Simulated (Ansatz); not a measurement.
## TiAl2O5, pressure series

Take TiAl2O5 (space group Cmcm, No. 63; a = 3.6037 Å, b = 9.3603 Å, c = 9.6418 Å; a cell from a computed database, its experimental status unchecked) as the base.

Cell and atoms are relaxed at each pressure.

Method: PBEsol, PAW, 420 eV (Ansatz, a quantum-chemistry and plane-wave program; without spin-orbit coupling).

Candidates:
(a) pressure 10 GPa
(b) pressure 3 GPa
(c) pressure 0.3 GPa

Before the change:

```
Property                         Value
-----------------------------  -------
Width of the top valence band  0.65 eV
```

### Question
Order them by width of the top valence band, lowest first.

### Answer
(c) pressure 0.3 GPa (0.65 eV), (b) pressure 3 GPa (0.70 eV), (a) pressure 10 GPa (0.79 eV)

The levels and masses belong to the bands next to the band gap. Load acts through the strain it causes; cell and atoms are relaxed under it. Whether these cells are dynamically stable was not tested. Competing high-pressure phases were not computed. The final runs are not spin-polarised.
